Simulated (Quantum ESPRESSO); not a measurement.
Input and output of a self-consistent single point for LiCa6Ge (Fm-3m, 8 atoms in the cell) (Quantum ESPRESSO).

Method: PBEsol, PseudoDojo standard norm-conserving (PBESOL) pseudopotentials (plane waves; Quantum ESPRESSO 7.5).

The change in words: lattice scaled by 0.98. Reference geometry:
```xyz
8
Lattice="0.0000 5.0968 5.0968 5.0968 0.0000 5.0968 5.0968 5.0968 0.0000" Properties=species:S:1:pos:R:3 pbc="T T T"
Li     5.0968     5.0968     5.0968
Ca     0.0000     2.5484     2.5484
Ca     2.5484     5.0968     2.5484
Ca     5.0968     2.5484     2.5484
Ca     2.5484     0.0000     2.5484
Ca     2.5484     2.5484     5.0968
Ca     2.5484     2.5484     0.0000
Ge     0.0000     0.0000     0.0000
```

Reference input (self-consistent single point, DFT, PBEsol, plane waves, PseudoDojo standard norm-conserving (PBESOL) pseudopotentials): ecutwfc = 80 Ry; occupations = smearing; smearing = gauss; degauss = 0.0147 Ry; potentials = {Li: Li.upf, Ca: Ca.upf, Ge: Ge.upf}; K_POINTS = automatic 4 4 4 0 0 0; conv_thr = 1e-10 Ry. This run's input differs from it in these lines:

```diff
@@ -25,13 +25,13 @@
 CELL_PARAMETERS {angstrom}
-   0.0000000000     5.0967550000     5.0967550000
-   5.0967550000     0.0000000000     5.0967550000
-   5.0967550000     5.0967550000     0.0000000000
+   0.0000000000     4.9948200000     4.9948200000
+   4.9948200000     0.0000000000     4.9948200000
+   4.9948200000     4.9948200000     0.0000000000
 ATOMIC_POSITIONS {angstrom}
-Li    5.0967550000    5.0967550000    5.0967550000
-Ca    0.0000000000    2.5483775000    2.5483775000
-Ca    2.5483775000    5.0967550000    2.5483775000
-Ca    5.0967550000    2.5483775000    2.5483775000
-Ca    2.5483775000    0.0000000000    2.5483775000
-Ca    2.5483775000    2.5483775000    5.0967550000
-Ca    2.5483775000    2.5483775000    0.0000000000
+Li    4.9948200000    4.9948200000    4.9948200000
+Ca    0.0000000000    2.4974100000    2.4974100000
+Ca    2.4974100000    4.9948200000    2.4974100000
+Ca    4.9948200000    2.4974100000    2.4974100000
+Ca    2.4974100000    0.0000000000    2.4974100000
+Ca    2.4974100000    2.4974100000    4.9948200000
+Ca    2.4974100000    2.4974100000    0.0000000000
 Ge    0.0000000000    0.0000000000    0.0000000000
```

Output (repeated stretches shortened):

```
     Self-consistent Calculation

     iteration #  1     ecut=    80.00 Ry     beta= 0.70

     Threshold (ethr) on eigenvalues was too large:
     Diagonalizing with lowered threshold

     total energy              =    -656.45803431 Ry
     estimated scf accuracy    <       0.04325715 Ry

     iteration #  2     ecut=    80.00 Ry     beta= 0.70

     total energy              =    -656.45548315 Ry
     estimated scf accuracy    <       0.02690904 Ry

     iteration #  3     ecut=    80.00 Ry     beta= 0.70

     total energy              =    -656.46376869 Ry
     estimated scf accuracy    <       0.00906809 Ry

   [... 5 blocks of this kind left out ...]

     iteration #  9     ecut=    80.00 Ry     beta= 0.70

     total energy              =    -656.46509947 Ry
     estimated scf accuracy    <          2.2E-10 Ry

     iteration # 10     ecut=    80.00 Ry     beta= 0.70
     End of self-consistent calculation

     the Fermi energy is     6.1831 ev

!    total energy              =    -656.46509947 Ry
     estimated scf accuracy    <          6.0E-11 Ry
     smearing contrib. (-TS)   =      -0.01252582 Ry
     internal energy E=F+TS    =    -656.45257365 Ry

     convergence has been achieved in  10 iterations

     Forces acting on atoms (cartesian axes, Ry/au):

     atom    1 type  1   force =    -0.00000000    0.00000000   -0.00000000
   [... zero for the other atoms too ...]

     Total force =     0.000000     Total SCF correction =     0.000000

          total   stress  (Ry/bohr**3)                   (kbar)     P=        3.87
   0.00002633   0.00000000  -0.00000000            3.87        0.00       -0.00
   0.00000000   0.00002633  -0.00000000            0.00        3.87       -0.00
   0.00000000  -0.00000000   0.00002633            0.00       -0.00        3.87

   JOB DONE.
```

The run converged in 10 iterations. Against the reference run the free energy drops by 3.3 meV/atom and the pressure goes from -0.87 to 0.39 GPa. The full log also holds: “c_bands:  2 eigenvalues not converged”.

The starting cell comes from a database of computed structures (which also holds hypothetical and non-ambient phases and stackings), without a prior relaxation at this level. For this run, on top of that: lattice scaled by 0.98.

Cost on one core of a shared machine: roughly 2 min.
